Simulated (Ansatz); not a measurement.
## What isotropic strain +1.00 % does to Mo

Base system: Mo in the bcc (W type) structure (space group Im-3m, No. 229; a = 3.161 Å; relaxed with 0.1 eV smearing).

The change: the cell is scaled by 1.0100 in all directions; the atoms relax in the strained cell.

Calculations: Kohn–Sham DFT with the PBE functional, run in Ansatz (a quantum-chemistry and plane-wave program) with PAW and 420 eV plane waves, no spin-orbit coupling. Settings: 29×29×29 k-points, 0.1 eV Fermi–Dirac smearing.

```json
[
 {"quantity": "volume per atom", "base": "15.79 Å³", "changed": "16.27 Å³", "shift": "+0.48 Å³"},
 {"quantity": "space group", "base": "Im-3m (No. 229)", "changed": "Im-3m (No. 229)", "shift": "–"},
 {"quantity": "shortest interatomic distance", "base": "2.738 Å", "changed": "2.765 Å", "shift": "+0.027 Å"},
 {"quantity": "energy relative to the base (free energy F)", "base": "0 meV/atom", "changed": "+11 meV/atom", "shift": "+11 meV/atom"},
 {"quantity": "pressure", "base": "0.0 GPa", "changed": "-7.3 GPa", "shift": "-7.3 GPa"},
 {"quantity": "band gap", "base": "zero", "changed": "zero", "shift": "–"}
]
```

Cost of the whole job for the changed cell (relaxation, final SCF and bands): roughly 12 core-seconds.

Whether these cells are dynamically stable was not tested. All final runs are without spin polarisation.
